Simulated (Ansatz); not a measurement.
Input and output of a self-consistent single point for a (001) slab of NiO (cut from a parent of space group no. 225; 8 atoms in the cell) (Ansatz, a first-principles code).

Method: LDA (PW92), harder PAW files (source: ansatz) made with PBE (plane waves; Ansatz).

```xyz
8
Lattice="2.9777 0.0000 0.0000 -2.9777 2.9777 0.0000 0.0000 0.0000 22.2795" Properties=species:S:1:pos:R:3 pbc="T T T"
Ni     0.0000     0.0000    10.0931
Ni    -1.4888     1.4888     8.0000
Ni     0.0000     0.0000    14.2795
Ni    -1.4888     1.4888    12.1863
O     -1.4888     1.4888    10.0931
O      0.0000     0.0000     8.0000
O     -1.4888     1.4888    14.2795
O      0.0000     0.0000    12.1863
```

Reference input (self-consistent single point, DFT, LDA (PW92)+U, plane waves, harder PAW files (source: ansatz) made with PBE): kpoints.mp_grid.grid = 10 10 1; hamiltonian.xc = lda; hamiltonian.pseudopotentials = {kind: paw, source: ansatz}; hamiltonian.hubbard.sites = [{species: Ni, l: d, u_eff: 6.2}] eV; hamiltonian.hubbard.projectors = ortho-atomic; magnetization.spin_polarized = true; scf.occupations.method = methfessel_paxton; scf.occupations.width = 0.136 eV. This run's input differs from it in these lines:

Ansatz 0.2 input:
```diff
@@ -7,6 +7,6 @@
   atoms:
-    - { symbol: Ni, position_ang: [0.000000, 0.000000, 10.093104], spin: 2.0 }
-    - { symbol: Ni, position_ang: [-1.488827, 1.488827, 7.999989], spin: 2.0 }
-    - { symbol: Ni, position_ang: [0.000000, 0.000000, 14.279511], spin: 2.0 }
-    - { symbol: Ni, position_ang: [-1.488827, 1.488827, 12.186307], spin: 2.0 }
+    - { symbol: Ni, position_ang: [0.000000, 0.000000, 10.093104] }
+    - { symbol: Ni, position_ang: [-1.488827, 1.488827, 7.999989] }
+    - { symbol: Ni, position_ang: [0.000000, 0.000000, 14.279511] }
+    - { symbol: Ni, position_ang: [-1.488827, 1.488827, 12.186307] }
     - { symbol: O, position_ang: [-1.488827, 1.488827, 10.093104] }
@@ -20,8 +20,2 @@
   pseudopotentials: { kind: paw, source: ansatz }
-  hubbard:
-    sites:
-      - { species: Ni, l: d, u_eff: 6.2 }
-    projectors: ortho-atomic
-magnetization:
-  spin_polarized: true
 scf:
```

Log, with long lists cut:

```
SCF iter   1: F=—  HF=-25308.585989 eV  |F-HF|=—  |Δ(HF+E_count)|=         —  Δρ=7.90e-2  dr2=7.17e0  ethr=3.10e-3  ⟨swp⟩=7.0  Hψ=4999  notcnv=0  defer=16
all-band conjugate gradients solve this SCF's bands
preconditioner: auto → LDOS
SCF iter   2: F=—  HF=-25307.230454 eV  |F-HF|=—  |Δ(HF+E_count)|=    1.36e0  S|Δr|=    0.00e0  Δρ=7.66e-2  dr2=9.94e0  ethr=3.10e-3  ⟨swp⟩=3.3  Hψ=2640  notcnv=0  defer=55
   [... lines left out ...]
SCF iter  11: F=—  HF=-25306.422702 eV  |F-HF|=—  |Δ(HF+E_count)|=   1.89e-6  S|Δr|=    0.00e0  Δρ=2.77e-5  dr2=1.15e-6  ethr=2.44e-8  ⟨swp⟩=2.1  Hψ=1582  notcnv=0  defer=59
SCF iter  12: F=—  HF=-25306.422702 eV  |F-HF|=—  |Δ(HF+E_count)|=   1.21e-7  S|Δr|=    0.00e0  Δρ=1.57e-5  dr2=8.55e-7  ethr=1.20e-9  ⟨swp⟩=2.3  Hψ=1929  notcnv=0  defer=59
SCF iter  13: F=-25306.422702 eV  HF=-25306.422702 eV  |F-HF|=8.27e-8  |Δ(HF+E_count)|=   1.35e-8  S|Δr|=    0.00e0  Δρ=5.61e-6  dr2=9.12e-8  ethr=1.04e-10  ⟨swp⟩=14.0  Hψ=5960  notcnv=0
SCF 1 converged in 13 iterations: F = -25306.422702 eV  dr2 = 9.12e-8
Stability not checked (fill_not_monotonic)
Free energy (F): -25306.422702 eV
Internal energy: -25306.411975 eV  (E = F + TS)
E sigma→0 (E₀):  -25306.420020 eV
Entropy (-TS):   -0.010727 eV (-1.341 meV/atom)
Fermi energy:    1.971328 eV
--- Forces (eV/Å), atoms counted from 1 ---
  atom   1  Ni     0.00000000     0.00000000    -0.38265351
  atom   2  Ni     0.00000000     0.00000000     0.18119562
  atom   3  Ni     0.00000000     0.00000000    -0.18119562
  atom   4  Ni     0.00000000     0.00000000     0.38265351
   [... lines left out ...]
  atom   8  O      0.00000000     0.00000000    -0.68680102
--- Stress (GPa, compression-positive) ---
      -13.035590       0.000000       0.000000
        0.000000     -13.035590       0.000000
        0.000000       0.000000      -7.080788
  P = ⅓ Tr σ = -11.0507 GPa (-110.507 kbar)
  The stress holds the Pulay correction. Without it, at fixed plane waves, as pw.x and ABINIT print it: P = -11.0756 GPa
```

The run converged in 13 iterations. 

The starting cell comes from a database of computed structures (which also holds hypothetical and non-ambient phases and stackings), without a prior relaxation at this level. The slab is cut from that crystal, and its faces are unrelaxed. Its lattice was rescaled in the plane by a random factor within 2.5 % of one. Spin polarisation is off, so a magnetic state, if there is one, cannot be reached. Forces in this geometry exceed 1 eV/Å.

Cost on one core of a shared machine: roughly 70 s.
